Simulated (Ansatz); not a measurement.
Seebeck coefficient (μV/K, mean over directions) of n-type BeSe (F-43m) against carrier density, Ansatz (a quantum-chemistry and plane-wave program) with HSE06, rigid bands. Computed gap 3.45 eV; densities at which minority carriers matter at this gap, or further valleys turn the trend, are left out. Conductivity mass 0.34 mₑ (harmonic mean over directions), N_c = 1.8e19 cm⁻³ at 300 K.

| electron density | 300 K | 500 K |
|---|---|---|
| 1e16 cm⁻³ | ? | -926 |
| 1e17 cm⁻³ | -661 | -728 |
| 1e18 cm⁻³ | -463 | -529 |
| 3e18 cm⁻³ | -369 | -435 |
| 1e19 cm⁻³ | -268 | -333 |
| 3e19 cm⁻³ | -182 | -242 |
| 1e20 cm⁻³ | -102 | ? |
| 3e20 cm⁻³ | -53 | ? |
| 1e21 cm⁻³ | -25 | -42 |

Question: What belongs in the gaps?

Answer: 
- 1e16 cm⁻³, 300 K: -859
- 1e20 cm⁻³, 500 K: -151
- 3e20 cm⁻³, 500 K: -86

Rigid bands with a gap fixed in temperature, one relaxation time for all states, no polarons or phonon drag, and whether or not such doping can be reached. Spin-orbit coupling is left out. Geometry: cell and atoms relaxed with PBEsol.
